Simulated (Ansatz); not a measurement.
Results of PBEsol (Ansatz, an electronic-structure program, PAW) for Al2SiO5 (Pnnm, No. 58).

Run with plane-wave cutoff 520 eV, 6×4×6 k mesh (along the axes of the cell as run), Fermi–Dirac smearing 0.01 eV, scalar-relativistic PAW data made under PBE.

Computed at the level's own relaxed cell.

Predict the band gap.


* **band gap**: 4.90 eV (direct)

Static lattice: no zero-point or thermal effects.

It cost roughly 5 core-minutes of CPU time.
